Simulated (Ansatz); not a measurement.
What strain tensor (xx, yy, zz, yz, xz, xy) = (−1.41, +0.59, −0.21, −0.86, +1.12, −1.38) % does to hypothetical diamond Y

The parent structure is Y in the diamond structure (space group Fd-3m, No. 227; a = 6.8315 Å; a hypothetical phase, not in the database extracts checked; relaxed with 0.1 eV smearing). Axes: x, y, z lie along the cube axes.

Perturbation: the symmetric strain tensor [-0.0141 -0.0138 0.0112; -0.0138 0.0059 -0.0086; 0.0112 -0.0086 -0.0021], atoms relaxed at fixed cell.

All numbers come from Ansatz (a quantum-chemistry and plane-wave program), PBEsol, PAW, cutoff 420 eV, no spin-orbit coupling. Settings: 15×15×15 k-points, 0.1 eV Fermi–Dirac smearing.

The volume per atom falls by 0.43 Å³ (39.85 Å³ → 39.42 Å³) and the space group becomes P-1 (No. 2) (base: Fd-3m (No. 227)). The shortest interatomic distance falls by 0.108 Å (2.958 Å → 2.850 Å) and the energy decreases by 19 meV/atom. The band gap stays zero and the largest internal atomic displacement comes out as 0.089 Å. The stress (xx, yy, zz, yz, xz, xy; compression positive) comes out as (-0.2, 0.7, 0.0, -1.1, 1.7, -2.8) GPa.

Cost of the whole job for the changed cell (relaxation, final SCF and bands): very roughly 7 core-minutes.

Stability against distortions was not tested. All final runs are without spin polarisation. Under strain tensor (xx, yy, zz, yz, xz, xy) = (−1.41, +0.59, −0.21, −0.86, +1.12, −1.38) % the cell ends below the base's energy or with stress of the wrong sign: the atoms slid into a distortion or the cell is elastically unstable, so the base is not a stable minimum at this level. Y has a high density of states at the Fermi level and may be magnetic at this level.
